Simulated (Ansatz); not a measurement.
Here is the system:

```
OsV3
1.0
    0.00000     2.96386     2.96386
    2.96386     0.00000     2.96386
    2.96386     2.96386     0.00000
V Os
3 1
Direct
  0.25000   0.25000   0.25000
  0.75000   0.75000   0.75000
  0.50000   0.50000   0.50000
  0.00000   0.00000   0.00000
```

The numbers are results of PBEsol, DFPT electron-phonon coupling, linearised Boltzmann equation (plane waves, PAW, scalar-relativistic; Ansatz, a quantum-chemistry and plane-wave program), not measurements. How the cell was made: relaxed with this functional, without spin-orbit coupling.

Q: Estimate the phonon-limited resistivity at 300 K, by direction if it differs.

A: 6.2 μΩ·cm.

Q: How long is the mean free path there?

A: 15.7 nm, weighted by the current that each state carries. Wires not much wider than this gain resistivity from their walls.

A metal at this level (no band gap). Only scattering by harmonic phonons is included (no impurities, grain boundaries, electron-electron scattering or thermal expansion). Spin-orbit coupling is left out, which matters with elements this heavy. Halving the electron mesh (24x24x24) moves the resistivity by up to 2 % at 300 K, the mean free path by up to 5 %. Smearing 0.20 eV; phonons on a 4x4x4 q mesh, which this run doesn't test.

Computed structure with no diffraction record at hand here (it may be known, metastable or hypothetical): V3Os (Fm-3m). Treated as nonmagnetic (a ferromagnetic start lost its moment, other orders weren't tried): V3Os (Fm-3m).
